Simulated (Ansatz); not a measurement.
Consider LiNbO3 (space group R3c, No. 161).

```
LiNbO3
1.0
    2.59494     1.49819     4.67151
   -2.59494     1.49819     4.67151
    0.00000    -2.99637     4.67151
Li Nb O
2 2 6
Direct
  0.28074   0.28074   0.28074
  0.78074   0.78074   0.78074
  0.99950   0.99950   0.99950
  0.49950   0.49950   0.49950
  0.10960   0.35709   0.72016
  0.72016   0.10960   0.35709
  0.35709   0.72016   0.10960
  0.22016   0.85709   0.60960
  0.85709   0.60960   0.22016
  0.60960   0.22016   0.85709
```

Cartesian axes are those of the cell as printed.

Level of theory: DFT with PBE, PAW potentials and a 420 eV plane-wave cutoff in Ansatz (an electronic-structure program), spin-orbit coupling left out.

Before the change:

| Property | Result |
|---|---|
| Gap character | indirect, k = (0.125, 0.125, 0.125) in the run's primitive reciprocal basis → S₀ |
| Pressure | 0.01 GPa |

It is then changed as follows: the cell is compressed by 1.50 % along z with no lateral relaxation, atoms relaxed at fixed cell.

Task: How does this affect the energy relative to the base, gap character and pressure?

Result: The energy rises by 1.7 meV/atom; the gap character remains indirect, k = (0.125, 0.125, 0.125) in the run's primitive reciprocal basis → S₀; the pressure (mean of the normal stresses, compression positive) grows by 1.73 GPa, from 0.01 GPa to 1.74 GPa.

The cells carry an imposed strain or load. No phonon test of stability was made.
